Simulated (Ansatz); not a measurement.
Data:

```
CELL_PARAMETERS angstrom
      3.88724     0.00000     0.00000
      0.00000     3.88724     0.00000
      0.00000     0.00000    18.22537
ATOMIC_POSITIONS crystal
  Sn 0.50000 0.00000 0.56377
  Sn 0.00000 0.50000 0.43623
  O  0.00000 0.00000 0.50000
  O  0.50000 0.50000 0.50000
```

Method: PBE, rigid bands (plane waves, PAW, scalar-relativistic; Ansatz, a program for electronic structure). Condition of this run: biaxial strain +1 %. Geometry: cell and atoms relaxed with PBE, then loaded as said.

### Question
What conductivity effective mass do dilute holes have at 300 K?

### Answer
7.6 mₑ.

### Question
What conductivity effective mass do dilute electrons have at 300 K?

### Answer
0.47 mₑ.

### Question
And the band gap?

### Answer
2.90 eV at this level; semilocal functionals usually fall short of the measured gap.

Rigid bands, one relaxation time for all states, no polarons. Spin-orbit coupling is left out; where it splits the top of the valence band it changes the hole mass and lowers the gap by about a third of the splitting.
